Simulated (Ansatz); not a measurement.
# How far to go with the k-point mesh: CsLiMnS₂ (Imm2, 5 atoms in the cell)

```
CsLiMnS2
1.0
   -2.08811     2.08811     7.08774
    2.08811    -2.08811     7.08774
    2.08811     2.08811    -7.08774
Cs Li Mn S
1 1 1 2
Cartesian
  0.00000   0.00000   0.05000
  2.08811   0.00000   3.54387
  0.00000   2.08811   3.54387
  0.00000   0.00000   9.33938
  0.00000   0.00000   4.83611
```
Moments meant for the start (each program seeds them in its own way; μB, in the order of the atoms Cs Li Mn S S): 0.0 0.0 4.0 0.0 0.0.

Computed with PBEsol, default PAW files made with PBE (plane waves; Ansatz, an electronic-structure program).

Base settings: basis.ecutwfc = 420 eV; kpoints.mp_grid.grid = 5 5 5; hamiltonian.xc = pbesol; hamiltonian.pseudopotentials = {kind: paw} (the program's default PAW files); magnetization.spin_polarized = true; scf.occupations.method = fermi_dirac; scf.occupations.width = 0.01 eV.

Only quantities that move along the ladder and can be compared are tabulated.

The starting cell comes from a database of computed structures (which also holds hypothetical and non-ambient phases and stackings), without a prior relaxation at this level. Its lattice was rescaled by up to half a per cent. One atom was moved a little off its site on purpose. With one magnetic atom in the cell only a parallel order is possible. Ansatz's pressure includes its estimate of the finite-basis (Pulay) stress.

| kpoints.mp_grid.grid | free energy less the last step's (meV/atom) | pressure (GPa) | largest difference of a force vector from the last step's (eV/Å) | gap on the mesh (eV) |
|---|---|---|---|---|
| 2 2 2 | 60.76 | -1.72 | 0.064 | 0.663 |
| 3 3 3 | 7.69 | -2.15 | 0.008 | 0.897 |
| 4 4 4 | 1.66 | -2.19 | 0.002 | 0.692 |
| 5 5 5 | 0.41 | -2.20 | 0.001 | 0.778 |
| 6 6 6 | 0.12 | -2.20 | 0.000 | 0.693 |
| 7 7 7 | 0.03 | -2.20 | 0.000 | 0.739 |
| 8 8 8 | 0.01 | -2.20 | 0.000 | 0.693 |
| 9 9 9 | 0.00 | -2.20 | 0.000 | 0.721 |
| 10 10 10 | 0.00 | -2.20 | 0.000 | 0.693 |
| 11 11 11 | 0.00 | -2.20 | 0.000 | 0.712 |
| 13 13 13 | 0.00 | -2.20 | 0.000 | 0.707 |
| 14 14 14 | 0.00 | -2.20 | 0.000 | 0.693 |
| 18 18 18 | 0.00 | -2.20 | 0.000 | 0.693 |

Coarsest kpoints.mp_grid.grid that holds the free energy within 1 meV/atom of the last step, with all finer ones: 5 5 5; the step before is off by 1.7 meV/atom.

Coarsest kpoints.mp_grid.grid that holds the forces within 0.005 eV/Å of the last step, with all finer ones: 4 4 4; the step before is off by 0.008 eV/Å.

The gap on the mesh jumps up and down from mesh to mesh; it is no smooth measure of convergence.

Keys are those of Ansatz 0.2.
